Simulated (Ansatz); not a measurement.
Results of r²SCANh in Ansatz (PAW) for CsCl-type NiAl.

Settings: plane-wave cutoff 520 eV, 10×10×10 k mesh, Fermi–Dirac smearing 0.05 eV, no spin polarisation, scalar-relativistic PAW data made under PBE.

A third-order Birch–Murnaghan fit to the energies gives V0 = 11.630 Å³/atom, B0 = 181 GPa, B′ = 4.3.

```json
[
 {"V (Å³/atom)": "11.042", "P (GPa)": "10.48"},
 {"V (Å³/atom)": "11.333", "P (GPa)": "4.94"},
 {"V (Å³/atom)": "11.623", "P (GPa)": "0.10"},
 {"V (Å³/atom)": "11.775", "P (GPa)": "[?]"},
 {"V (Å³/atom)": "11.914", "P (GPa)": "[?]"},
 {"V (Å³/atom)": "12.204", "P (GPa)": "-7.87"}
]
```

**Question.** Estimate the withheld pressures from this fit; the answers are the runs' own values.

**Answer.** 
- 11.775, P (GPa): -2.19
- 11.914, P (GPa): -4.15

The formula P = (3/2) B0 (x^(7/3) − x^(5/3)) [1 + (3/4)(B′ − 4)(x^(2/3) − 1)] with x = V0/V meets the computed pressures within 0.03 GPa when these rounded values are put in.

Measured, for comparison: bulk modulus 156 GPa (room temperature, no zero-point or thermal correction; as tabulated in Yamada et al. (2019), arXiv:1910.09660); equilibrium volume per atom 11.97 Å³/atom (extrapolated to 0 K, zero-point anharmonic expansion removed (Haas, Tran, Blaha 2009); as tabulated in Levämäki et al. (2014), arXiv:1402.3671). Computed (rounded) less measured: bulk modulus +16 %, equilibrium volume per atom -2.8 %.

Note: the run has no spin polarisation, so it can have missed a magnetic state.

The computed numbers hold no vibrational or temperature effects.

Ansatz is a quantum-chemistry and plane-wave program.
